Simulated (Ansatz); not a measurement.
The reference is Cs$_{2}$AgBiBr$_{6}$ (space group Fm-3m, No. 225; a = 11.1873 Å).

Level of theory: plane-wave PAW DFT at the PBEsol level (Ansatz, a program for electronic structure, 420 eV), spin-orbit coupling left out.

Before the change:

| Quantity | Result |
|---|---|
| Hole mass | 0.17 mₑ along k, 0.69 mₑ across (at X) |
| Band gap | 1.10 eV |
| Electron mass | 0.36 mₑ along k, 0.25 mₑ across (at L) |

Perturbation: an isotropic linear strain of +4.08 %; the atoms relax in the strained cell.

**Question.** What does the calculation give for the hole mass, band gap, largest internal atomic displacement and electron mass after the change?

**Answer.** The hole mass changes from 0.17 mₑ along k, 0.69 mₑ across (at X) to 0.22 mₑ along k, 0.89 mₑ across (at X); the band gap grows by 0.209 eV to 1.30 eV; the largest internal atomic displacement is 0.048 Å; the electron mass changes from 0.36 mₑ along k, 0.25 mₑ across (at L) to 0.34 mₑ along k, 0.26 mₑ across (at L).

Spin-orbit coupling, missing from the scalar runs, can matter with Bi. Effective masses come from finite differences of ±0.01 Å⁻¹. Along k means along the line from Γ to the band edge. Stability against distortions was not tested.
